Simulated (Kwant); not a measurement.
System: normal lead on a InSb wire with induced superconductivity. Mass 0.014 mₑ, grid 10 nm, pairing Δ = 0.3 meV, chemical potential 0.22 meV in the wire and 6 meV in the lead, Rashba 0.065 eV nm, Zeeman energy 0.32 meV along the wire, barrier 4.2 meV × 30 nm; the superconducting wire is semi-infinite.

Constants are typed, rounded textbook-type inputs, not results; the design itself was drawn at random and stands for no fabricated device.

Model: Bogoliubov-de Gennes tight-binding model of one subband, both spins, coherent transport at 0 K (Kwant). Conductance is in e²/h.

### Question
Does the wire meet the condition for a Majorana end state, and what zero-bias conductance follows?

### Answer
√(Δ² + μ²) = 0.372 meV against a Zeeman energy of 0.320 meV: the condition is not met, so no quantised peak is due. Simulated G(0) = 0.072 e²/h.
